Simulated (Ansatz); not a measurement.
This Ansatz (a first-principles code) input is the reference run, GaS in the beta-GaS type structure (space group P6_3/mmc, No. 194; layered, stacked along the Cartesian z axis), computed with plane-wave PAW DFT at the PBE-D3(BJ) level (Ansatz, 420 eV), spin-orbit coupling left out:

Ansatz 0.2 input:
```yaml
crystal:
  lattice:
    - [3.5906358571, 0, 0]
    - [-1.7953179286, 3.109581868, 0]
    - [0, 0, 15.4487328736]
  atoms:
    - { symbol: Ga, position: [0.3333333333, 0.6666666667, 0.1707667341] }
    - { symbol: Ga, position: [0.6666666667, 0.3333333333, 0.6707667341] }
    - { symbol: Ga, position: [0.6666666667, 0.3333333333, 0.8292332659] }
    - { symbol: Ga, position: [0.3333333333, 0.6666666667, 0.3292332659] }
    - { symbol: S, position: [0.3333333333, 0.6666666667, 0.6003519365] }
    - { symbol: S, position: [0.6666666667, 0.3333333333, 0.1003519365] }
    - { symbol: S, position: [0.6666666667, 0.3333333333, 0.3996480635] }
    - { symbol: S, position: [0.3333333333, 0.6666666667, 0.8996480635] }
basis: { ecutwfc: 420, ecutrho_ratio: 4, xc_grid: 2, fft_grid_basis: typed }
kpoints: { mp_grid: { grid: [11, 11, 3] } }
hamiltonian:
  xc: pbe
  dispersion: d3bj
  pseudopotentials: { kind: paw }
scf: { occupations: { method: fermi_dirac, width: 0.05 }, convergence: { dr2_threshold: 0.0000000008 } }
output: { forces: true, stress: true }
checkpoint: { write: state.ck, write_every: 1000 }
```

Problem. Write the input for this change: a free-standing slab of 1 layer (4 atoms, 4 a layer) is cut normal to the stacking axis, with 15 Å of vacuum and the in-plane cell relaxed.

Solution. 
Ansatz 0.2 input:
```yaml
crystal:
  lattice:
    - [3.5906358571, 0, 0]
    - [1.7953179286, 3.109581868, 0]
    - [0, 0, 19.6237459161]
  atoms:
    - { symbol: S, position: [0.3333333333, 0.3333333333, 0.3821900279] }
    - { symbol: Ga, position: [0.6666666667, 0.6666666667, 0.4376238581] }
    - { symbol: Ga, position: [0.6666666667, 0.6666666667, 0.5623761419] }
    - { symbol: S, position: [0.3333333333, 0.3333333333, 0.6178099721] }
basis: { ecutwfc: 420, ecutrho_ratio: 4, xc_grid: 2, fft_grid_basis: typed }
kpoints: { mp_grid: { grid: [11, 11, 1] } }
hamiltonian:
  xc: pbe
  dispersion: d3bj
  pseudopotentials: { kind: paw }
scf: { occupations: { method: fermi_dirac, width: 0.05 } }
relax: { f_tol: 0.01, max_steps: 60, cell: { stress_tol: 0.02, fix: [c, alpha, beta] } }
output: { forces: true, stress: true }
checkpoint: { write: state.ck, write_every: 1000 }
```
This is the input that was run; other choices of cell and start would serve too.

No phonon test of stability was made.
